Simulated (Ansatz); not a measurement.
Functionals compared on OH on the 1x1 (110) surface of bcc Ta, one in a 2x2 cell, started at the site 'bridge Ta-Ta (span 3.3 Å)', in Ansatz (plane waves, PAW). The structure was relaxed with PBE; the other rows are single points on it, each with its references at the same level. Cutoff 420 eV (500 eV for r2SCAN).

Slab: 18 atoms, 6.8 Å thick at the start under the adsorbate (thin: gaps and levels are the slab's own); k 5x5x1, smearing 0.1 eV, dipole-corrected; 8 atoms held, the rest relaxed; symmetry of the start imposed; no spin, no spin-orbit, no U, no dispersion correction. At the end it is bonded to 3 Ta. In PBE it is, or lies within 0.03 eV of, the lowest of the starts that converged. These notes are the PBE run's. Adsorption energies are against H2O(g) − ½ H2(g). A negative adsorption energy means that the adsorbate is more stable on the surface than in its reference.

```tsv
functional	adsorption energy (eV)	work function of the top face (eV)	change of the work function (eV)	rough cost of the single point
PBE	-1.80	3.32	-1.45	–
RPBE	-1.57	3.21	-1.44	very roughly 70 core-seconds
r2SCAN	…	…	…	about 2.5 core-minutes (a rough figure)
```

Complete the blanks.


- r2SCAN, adsorption energy (eV): -2.22
- r2SCAN, work function of the top face (eV): 3.37
- r2SCAN, change of the work function (eV): -1.50

Ansatz is an electronic-structure program.
